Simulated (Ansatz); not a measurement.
The parent structure is WSe2 (space group Fm-3m, No. 225; a = 6.168 Å; ferromagnetic; a hypothetical phase, not in the database extracts checked).

Now apply this change: cell and atoms relaxed at a pressure of 30 GPa.

Levels (all Ansatz, a first-principles code, PAW, earlier PAW set): PBEsol (420 eV, no SOC); r2SCAN (500 eV, scalar-relativistic without spin-orbit coupling).

The geometry is relaxed with PBEsol.

```
Property                           Value
--------------------------  ------------
PBEsol pressure                 30.0 GPa
PBEsol largest site moment       0.00 μB
PBEsol magnetic state       non-magnetic
```

With r2SCAN at the same geometry, the pressure rises by 10.3 GPa to 40.3 GPa; the largest site moment goes from zero to 0.91 μB; the magnetic state changes from non-magnetic to ferromagnetic.

Other magnetic orders, which the real material may have, were not ruled out. Single points use the geometry relaxed with PBEsol. Their cutoffs differ, which shifts pressures a little. Load acts through the strain it causes; cell and atoms are relaxed under it. Whether these cells are dynamically stable was not tested. No other phases were tried under pressure. Starting moments died away, wholly or in part, for pressure 30 GPa; another magnetic solution may exist.
